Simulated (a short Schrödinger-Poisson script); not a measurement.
## Gated In0.52Al0.48As/In0.53Ga0.47As δ-doped gas in a quantum well

Structure: gated In0.52Al0.48As/In0.53Ga0.47As δ-doped gas in a quantum well, at 300 K.

| layer | material | thickness (nm) | Na (cm⁻³) |
|---|---|---|---|
| 1 | In0.52Al0.48As | 30 | - |
| 2 | In0.52Al0.48As | 5 | - |
| 3 | In0.53Ga0.47As | 20 | - |
| 4 | In0.52Al0.48As | 4000 | 1e15 |

The device is made up for the run: typed textbook-type constants, with dimensions and the other settings drawn at random. In0.52Al0.48As: permittivity 12.5, conduction-band edge (eV) 0.52, gap (eV) 1.45, electron mass (mₑ) 0.075, Nv at 300 K (cm⁻³) 1.1e19. In0.53Ga0.47As: permittivity 13.9, conduction-band edge (eV) 0, gap (eV) 0.74, Nv at 300 K (cm⁻³) 7.7e18.

Channel valleys (confinement mass, in-plane density-of-states mass, number): Γ 0.041, 0.041, 1. At the gate the conduction-band edge of layer 1 lies 0.65 eV − eVg above the Fermi level of the channel; the field vanishes at the back. Sheet of ionised δ-doping: +2.1e12 e/cm² at 30 nm from the gate. The barrier under the gate holds no holes. Gaps are held at their typed values at every temperature. Mesh 0.08 nm at interfaces.

From a short Schrödinger-Poisson script (our own, NumPy): 1D Poisson equation in equilibrium, electrons quantum, Hartree (BenDaniel-Duke, 40 states a valley, the channel's in-plane mass for all, wave functions free to enter the barrier), parabolic valleys, classical holes, full ionisation, no traps, pinning or gate leakage.

```tsv
Vg (V)	electrons (cm⁻²)	in the channel layer	C (μF/cm²)	Γ E0 (meV)	Γ E1 (meV)
0.4	1.83e12	1.78e12	0.274	-80.3	-10.0
0.3	1.66e12	1.62e12	0.272	-72.9	-5.5
0.2	1.49e12	1.46e12	0.271	-65.4	-0.7
0.1	1.32e12	1.30e12	0.269	-57.7	4.5
0	1.15e12	1.13e12	0.267	-49.7	10.1
-0.1	9.88e11	9.74e11	0.264	-41.3	16.3
-0.2	8.25e11	8.14e11	0.260	-32.4	23.2
-0.3	6.64e11	6.56e11	0.256	-22.7	31.1
-0.4	5.07e11	5.02e11	0.249	-11.8	40.5
-0.5	3.55e11	3.52e11	0.239	1.1	52.3
-0.6	2.11e11	2.10e11	0.221	17.9	68.4
-0.7	8.63e10	8.57e10	0.178	43.9	94.1
-0.8	1.16e10	1.16e10	0.0643	97.4	147.6
-0.9	3.78e8	3.75e8	0.0149	186.3	236.4
-1	9.75e6	9.69e6	0.0141	280.9	330.8
```

Gate voltages with under 1e6 electrons/cm² are left out.

Subbands count from the Fermi level.
